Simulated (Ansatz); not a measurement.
**NaAuO2 (space group C2/m, No. 12; a cell from a computed database, its experimental status unchecked)**

```
CELL_PARAMETERS angstrom
      3.31568    -1.50704     0.00000
      3.31568     1.50704     0.00000
     -2.98274     0.00000     5.37194
ATOMIC_POSITIONS crystal
  Na 0.50000 0.50000 0.50000
  Au 0.50000 0.50000 0.00000
  O  0.09013 0.09013 0.24605
  O  0.90987 0.90987 0.75395
```

Calculations: Ansatz (a quantum-chemistry and plane-wave program), PBEsol, PAW, cutoff 420 eV, without spin-orbit coupling. k-mesh 12×12×6 (Γ-centred); smearing 0.05 eV (Fermi–Dirac).

Volume per atom: 13.42 Å³
Density: 7.79 g/cm³
Band gap: 1.23 eV, indirect, Γ–C (71 % along) → D₂–A (47 % along)
Total energy: -3900.700 eV/atom (σ→0; compares only within this code and set-up)

With Au present, leaving out spin-orbit coupling can change the band edges. Stability against distortions was not tested.
